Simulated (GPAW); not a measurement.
Checking a run of GPAW on NbB2 (P1, 3 atoms in the cell). The aim is a self-consistent single point with DFT PBEsol, plane waves, GPAW PAW datasets PBEsol (made by gpaw-setup).

Cell that was meant: a = 3.1111 Å, b = 3.1111 Å, c = 3.3452 Å, α = 90.00°, β = 90.00°, γ = 120.00°.

Part of the input:

```python
            nbands=-7,
            convergence={'density': 1e-05, 'energy': 1e-05},
            symmetry={'symmorphic': False, 'tolerance': 0.0005},
            charge=2,
            maxiter=150,
            txt='-')
```

Output, abridged:

```
Input parameters:
  charge: 2
  convergence: {density: 1e-05,
                energy: 1e-05}
  kpts: [7 7 5]
  maxiter: 150
   [... lines left out ...]
   2 B      1.586521    0.909900    1.668577    ( 0.0000,  0.0000,  0.0000)

Unit cell:
           periodic     x           y           z      points  spacing
  1. axis:    yes    3.111090    0.000000    0.000000    24     0.1123
  2. axis:    yes   -1.555545    2.694283    0.000000    24     0.1123
  3. axis:    yes    0.000000    0.000000    3.345210    24     0.1394

  Lengths:   3.111090   3.111090   3.345210
  Angles:   90.000000  90.000000 120.000000

Effective grid spacing dv^(1/3) = 0.1266
     iter     time        total  log10-change:
                         energy   eigst   dens
iter:   1 --:--:--   -58.116854
iter:   2 --:--:--   -56.544332   -1.26  -0.71
iter:   3 --:--:--   -52.064869   +0.03  -0.76
iter:   4 --:--:--   -51.731302   -1.52  -1.27
iter:   5 --:--:--   -51.798102   -2.57  -1.37
   [... 4 lines left out ...]
iter:  10 --:--:--   -51.636395   -4.21  -2.46
iter:  11 --:--:--   -51.636277   -4.59  -2.76
iter:  12 --:--:--   -51.636107   -4.65  -2.82
iter:  13 --:--:--   -51.636087   -5.83  -3.41
iter:  14 --:--:--   -51.636079c  -6.67  -3.54
   [... lines left out ...]
iter:  18 --:--:--   -51.636059c  -7.33  -3.87
iter:  19 --:--:--   -51.636058c  -7.79c -3.98
iter:  20 --:--:--   -51.636059c  -8.26c -4.02
iter:  21 --:--:--   -51.636059c  -8.58c -4.13
iter:  22 --:--:--   -51.636059c  -7.67c -4.20
iter:  23 --:--:--   -51.636060c  -8.10c -4.40
iter:  24 --:--:--   -51.636060c  -8.95c -4.56
iter:  25 --:--:--   -51.636061c  -8.25c -4.62
iter:  26 --:--:--   -51.636061c  -9.08c -4.78
iter:  27 --:--:--   -51.636061c -10.05c -4.83
iter:  28 --:--:--   -51.636061c  -9.19c -4.85
iter:  29 --:--:--   -51.636061c -10.23c -5.00c
Converged after 29 iterations.

Dipole moment: (0.293910, 0.882360, -0.195655) |e|*Ang

Energy contributions relative to reference atoms: (reference = -105180.326690)

Kinetic:        -85.227437
Potential:      +28.955783
External:        +0.000000
XC:              +4.604549
Entropy (-ST):   -0.001379
Local:           +0.031963
SIC:             +0.000000
--------------------------
Free energy:    -51.636520
Extrapolated:   -51.636061

Showing only first 2 kpts
 Kpt  Band  Eigenvalues  Occupancy
  0     6      9.72796    2.00000
  0     7     10.04566    2.00001
  0     8     11.12724   -0.00000
  0     9     14.60127    0.00000

  1     6     10.14661    2.00066
  1     7     10.46687    1.63025
  1     8     12.28770   -0.00000
  1     9     13.30361   -0.00000

   [... lines left out ...]
Fermi level: 10.52229
No gap
   [... lines left out ...]
Energy (eV): -51.636061

Forces in eV/Ang:
  0 Nb    0.31545    0.92589   -0.19715
  1 B     0.40373   -0.72746    0.10471
  2 B    -0.71915   -0.19804    0.09219

Stress tensor:
     0.994849     0.002033     0.000536
     0.002033     0.999491     0.001827
     0.000536     0.001827     1.055520
Stress (GPa, Voigt): [1.593924e+02 1.601362e+02 1.691130e+02 2.928000e-01 8.590000e-02
 3.256000e-01]
```

Task: Is anything amiss in this input, and did it matter?

Result: The run is not sound. The fault is an unintended net charge. A charged periodic cell changes the electron count and is neutralised by a uniform background, so energy, forces and pressure belong to another system. To fix it, remove the charge. The run converged in 29 iterations without an error; against the sound input the largest force goes from 0.820 to 0.998 eV/Å.

An input that runs soundly differs in these lines (not the only fix; some lines may just follow from the change or write a value another way):
```diff
-            charge=2,
```

With that input, the run converged in 20 iterations: free energy E − TS (from the program's reference atoms) -27.5992 eV; Fermi level (on the code's own zero) 13.65 eV; largest force (vector length) 0.820 eV/Å (DFT PBEsol, plane waves, GPAW PAW datasets PBEsol (made by gpaw-setup)).

On the sound input: the starting cell comes from a database of computed structures (which also holds hypothetical and non-ambient phases and stackings), without a prior relaxation at this level. Its atoms were displaced at random from the sites of space group no. 191. Spin polarisation is off. Without a gap this mesh is coarse (it stands for a supercell whose shortest vector is 17 Å).
